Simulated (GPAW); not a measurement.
Pressure against volume in zinc-blende BAs (space group 216) (GPAW, PBEsol)

```
CELL_PARAMETERS angstrom
      0.00000     2.32061     2.32061
      2.32061     0.00000     2.32061
      2.32061     2.32061     0.00000
ATOMIC_POSITIONS crystal
  B  0.00000 0.00000 0.00000
  As 0.75000 0.75000 0.75000
```

Computed with PBEsol, GPAW PAW datasets PBEsol (made by gpaw-setup) (plane waves; GPAW 25.7.0). Settings: mode = pw; ecut = 1040 eV; xc = PBEsol; kpts = 12 12 12; mesh shift (steps) = 0 0 0; occupations.name = fermi-dirac; occupations.width = 0.01 eV; nbands = -6; convergence.density = 1e-05 e/electron; convergence.energy = 1e-05 eV/electron; convergence.bands = -4; symmetry.symmorphic = false; symmetry.tolerance = 0.0005; maxiter = 120. The cell above is the first row's. The rows scale it uniformly. In all rows fractional positions and the k mesh are held.

```csv
V (Å^3/atom),P (GPa)
12.497,14.31
12.769,10.23
13.040,6.55
13.312,3.23
13.584,0.23
13.855,-2.48
14.127,-4.92
14.399,-7.13
14.670,?
```

Fit P of the 8 rows that show it with a cubic. With u = V - 13.4, the rows have u = -0.9030, -0.6310, -0.3600, -0.0880, 0.1840, 0.4550, 0.7270, 0.9990. Least squares gives P = 2.220 - 11.2375·u + 2.1419·u² - 0.2641·u³. Residuals (row less fit): 0.002, 0.000, -0.005, 0.004, 0.007, -0.005, -0.001, 0.002; standard error 0.006 (degrees of freedom: 4). The fitted pressure is zero at V0 = 13.61, where dP/dV = -10.39, so B0 = -V0·dP/dV = 141 GPa.

Question: Predict the withheld P at V = 14.670 from the fit, and compare with the calculation.

Answer: u = 1.2700, so P = 2.220 - 11.2375 × 1.2700 + 2.1419 × 1.2700² - 0.2641 × 1.2700³ = -9.138 GPa. The calculation gives -9.12 GPa, 0.018 GPa above the prediction (0.1 % of the range of P in the table). The row lies outside the fitted rows, so this is an extrapolation. From the scatter of the fitted rows alone, a prediction at this place has a standard error of 0.015 GPa, so the miss is 1.2 times that.

Carrying the step between the two nearest rows on in a straight line would have given -9.33, off by 0.21; series whose last step already gives the withheld value aren't shown. The scan was laid around a cell of about the measured size, scaled by a guess for this functional. The runs keep the symmetry of the cell, so they don't test it for distortions. Cutoffs and mesh are single choices, not tested for convergence of this quantity. Series with a scatter that would blur these digits, or in which a gap closes, are not shown.
